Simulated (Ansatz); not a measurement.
System: InSe (P-6m2, No. 187; cell taken from a computed entry). Method: r²SCAN+SOC (plane waves, PAW; Ansatz, a quantum-chemistry and plane-wave program).

Run with plane-wave cutoff 560 eV, 12×12×2 k mesh (along the axes of the cell as run), Fermi–Dirac smearing 0.01 eV, PAW data made under PBE.

Cell (relaxed with PBEsol):

```
CELL_PARAMETERS angstrom
      4.00811     0.00000     0.00000
     -2.00405     3.47112     0.00000
      0.00000     0.00000    16.87132
ATOMIC_POSITIONS crystal
  In 0.00000 0.00000 0.58227
  In 0.00000 0.00000 0.41773
  In 0.33333 0.66667 0.91774
  In 0.33333 0.66667 0.08226
  Se 0.66667 0.33333 0.84203
  Se 0.66667 0.33333 0.15797
  Se 0.33333 0.66667 0.65797
  Se 0.33333 0.66667 0.34203
```

**Question.** Give the computed band gap.

**Answer.** 
- band gap = 0.88 eV (direct)

Note: the cell comes from a level without a dispersion term, which matters for the spacing of layers, chains or molecules; cell and atoms aren't relaxed at this level (largest force component 0.08 eV/Å, pressure 0.9 GPa); this cell isn't known to be the ambient phase, and symmetry holds it in the calculation; the cell has widely spaced layers and the level no dispersion term, so their spacing and the moduli can rest on weak binding.
